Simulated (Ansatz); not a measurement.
Consider Mg$_{2}$Sn (space group Fm-3m, No. 225; a = 6.747 Å; relaxed with 0.1 eV smearing). Axes: x, y, z lie along the cube axes.

Calculations: PBEsol in Ansatz (plane waves to 420 eV, PAW, no SOC).

Strains are applied to the cell and any free atomic positions relax; under biaxial strain the out-of-plane vector relaxes too.

One change was made to it. Results:

| quantity | base | after |
|---|---|---|
| pressure (mean of the normal stresses, compression positive) | 0.0 GPa | -0.3 GPa |
| volume per atom | 25.60 Å³ | 25.76 Å³ |

Q: What was done to the base?
A. biaxial strain +1.00 %, plane normal [001], relaxed out of plane
B. biaxial strain +0.50 %, plane normal [001], relaxed out of plane
C. biaxial strain −3.00 %, plane normal [001], relaxed out of plane
D. biaxial strain +2.00 %, plane normal [001], relaxed out of plane

A: B, biaxial strain +0.50 %, plane normal [001], relaxed out of plane. For comparison, the volume per atom in the other runs: biaxial strain −3.00 %, plane normal [001], relaxed out of plane gives 24.61 Å³; biaxial strain +1.00 %, plane normal [001], relaxed out of plane gives 25.92 Å³; biaxial strain +2.00 %, plane normal [001], relaxed out of plane gives 26.24 Å³.

Whether these cells are dynamically stable was not tested.

Ansatz is a quantum-chemistry and plane-wave program.
